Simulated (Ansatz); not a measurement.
Consider PbClF (space group P4/nmm, No. 129).

```xyz
6
Lattice="4.0684 0.0000 0.0000 0.0000 4.0684 0.0000 0.0000 0.0000 7.1929" Properties=species:S:1:pos:R:3 pbc="T T T"
Pb     0.0000     2.0342     5.7012
Pb     2.0342     0.0000     1.4918
Cl     2.0342     0.0000     4.6538
Cl     0.0000     2.0342     2.5391
F      2.0342     2.0342     0.0000
F      0.0000     0.0000     0.0000
```

Cartesian axes are those of the cell as printed.

Computed with PBEsol (Ansatz, an electronic-structure program; PAW; 420 eV plane waves; without spin-orbit coupling).

Strains are applied to the cell and any free atomic positions relax; under stress the whole cell relaxes.

One change was made to it. Results:

The energy increases by 5.4 meV/atom; the electron mass changes from 0.31 mₑ along k, 0.50 mₑ across (at Z) to 0.32 mₑ along k, 0.52 mₑ across (at Z); the band gap drops by 0.04 eV to 3.31 eV.

Problem. Which of these changes matches the shifts?
A. uniaxial stress, 1 GPa compression along x
B. uniaxial strain ε_yy = +3.26 %
C. uniaxial stress, 1 GPa tension along z
D. isotropic strain +0.53 %

Solution. B, uniaxial strain ε_yy = +3.26 %. For comparison, the energy relative to the base in the other runs: uniaxial stress, 1 GPa tension along z gives +1.9 meV/atom; isotropic strain +0.53 % gives +0.9 meV/atom; uniaxial stress, 1 GPa compression along x gives +1.1 meV/atom.

With Pb present, leaving out spin-orbit coupling can change the band edges. Effective masses come from finite differences of ±0.01 Å⁻¹. Along k means along the line from Γ to the band edge. Stability under load was not tested beyond the relaxation.
